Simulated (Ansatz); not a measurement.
A self-consistent single point of ZrSc (P3m1, 2 atoms in the cell) with Ansatz (an electronic-structure program).

Level of theory: LDA (PW92), harder PAW files (source: ansatz) made with PBE (plane waves; Ansatz).

The change in words: lattice scaled by 0.98; basis.ecutwfc: 420 eV → 425 eV; hamiltonian.pseudopotentials: {kind: paw} (the program's default PAW files) → {kind: paw, source: ansatz}. Reference geometry:
```xyz
2
Lattice="3.2993 0.0000 0.0000 -1.6496 2.8572 0.0000 0.0000 0.0000 5.1808" Properties=species:S:1:pos:R:3 pbc="T T T"
Zr     1.6496     0.9524     0.0500
Sc     0.0000     0.0000     2.5904
```

Reference input (self-consistent single point, DFT, LDA (PW92), plane waves, default PAW files made with PBE): basis.ecutwfc = 420 eV; kpoints.mp_grid.grid = 11 11 7; hamiltonian.xc = lda; hamiltonian.pseudopotentials = {kind: paw} (the program's default PAW files); scf.occupations.method = fermi_dirac; scf.occupations.width = 0.1 eV. This run's input differs from it in these lines:

Ansatz 0.2 input:
```diff
@@ -2,10 +2,10 @@
   lattice:
-    - [3.299264, 0.000000, 0.000000]
-    - [-1.649632, 2.857246, 0.000000]
-    - [0.000000, 0.000000, 5.180785]
+    - [3.233279, 0.000000, 0.000000]
+    - [-1.616639, 2.800101, 0.000000]
+    - [0.000000, 0.000000, 5.077169]
   atoms:
-    - { symbol: Zr, position_ang: [1.649634, 0.952414, 0.050000] }
-    - { symbol: Sc, position_ang: [0.000000, 0.000000, 2.590393] }
+    - { symbol: Zr, position_ang: [1.616641, 0.933366, 0.049000] }
+    - { symbol: Sc, position_ang: [0.000000, 0.000000, 2.538584] }
 basis:
-  ecutwfc: 420.0
+  ecutwfc: 425.0
 kpoints:
@@ -17,2 +17,3 @@
     kind: paw
+    source: ansatz
 scf:
```

Output, abridged:

```
SCF iter   1: F=—  HF=-6167.256991 eV  |F-HF|=—  |Δ(HF+E_count)|=         —  Δρ=3.22e-2  dr2=8.69e-1  ethr=3.10e-3  ⟨swp⟩=4.0  Hψ=6476  notcnv=0
all-band conjugate gradients solve this SCF's bands
preconditioner: auto → none
SCF iter   2: F=—  HF=-6167.115180 eV  |F-HF|=—  |Δ(HF+E_count)|=   1.42e-1  Δρ=1.81e-2  dr2=2.79e-1  ethr=3.10e-3  ⟨swp⟩=2.0  Hψ=2589  notcnv=0
   [... lines left out ...]
SCF iter   6: F=—  HF=-6167.052556 eV  |F-HF|=—  |Δ(HF+E_count)|=   1.81e-5  Δρ=1.01e-4  dr2=1.61e-5  ethr=3.97e-7  ⟨swp⟩=2.2  Hψ=2067  notcnv=0
SCF iter   7: F=—  HF=-6167.052555 eV  |F-HF|=—  |Δ(HF+E_count)|=   7.32e-7  Δρ=5.89e-5  dr2=7.70e-6  ethr=7.02e-8  ⟨swp⟩=2.0  Hψ=1828  notcnv=0
SCF iter   8: F=—  HF=-6167.052554 eV  |F-HF|=—  |Δ(HF+E_count)|=   7.86e-7  Δρ=2.45e-5  dr2=1.24e-6  ethr=3.35e-8  ⟨swp⟩=1.0  Hψ=1504  notcnv=0
SCF iter   9: F=-6167.052554 eV  HF=-6167.052554 eV  |F-HF|=7.36e-8  |Δ(HF+E_count)|=   1.36e-7  Δρ=6.32e-6  dr2=8.04e-8  ethr=4.35e-10  ⟨swp⟩=3.2  Hψ=5042  notcnv=0
SCF 1 converged in 9 iterations: F = -6167.052554 eV  dr2 = 8.04e-8
Free energy (F): -6167.052554 eV
Internal energy: -6166.955123 eV  (E = F + TS)
E sigma→0 (E₀):  -6167.003838 eV
Entropy (-TS):   -0.097431 eV (-48.716 meV/atom)
Fermi energy:    11.654170 eV
--- Forces (eV/Å), atoms counted from 1 ---
  atom   1  Zr     0.00000000     0.00000000    -0.14065567
  atom   2  Sc     0.00000000    -0.00000000     0.14067143
--- Stress (GPa, compression-positive) ---
       -3.432725       0.000000       0.000000
        0.000000      -3.432725       0.000000
        0.000000       0.000000      -2.776494
  P = ⅓ Tr σ = -3.2140 GPa (-32.140 kbar)
  The stress holds the Pulay correction. Without it, at fixed plane waves, as pw.x and ABINIT print it: P = -5.1321 GPa
```

The run converged in 9 iterations. Against the reference run the pressure goes from -7.15 to -3.21 GPa and the largest force goes from 0.101 to 0.141 eV/Å.

The starting cell comes from a database of computed structures (which also holds hypothetical and non-ambient phases and stackings), without a prior relaxation at this level. Its lattice was rescaled by up to half a per cent. One atom was moved a little off its site on purpose. For this run, on top of that: lattice scaled by 0.98. Ansatz's pressure includes its estimate of the finite-basis (Pulay) stress. Without the estimate this run gives -5.13 GPa. The cutoff lies below the one recommended for these files.
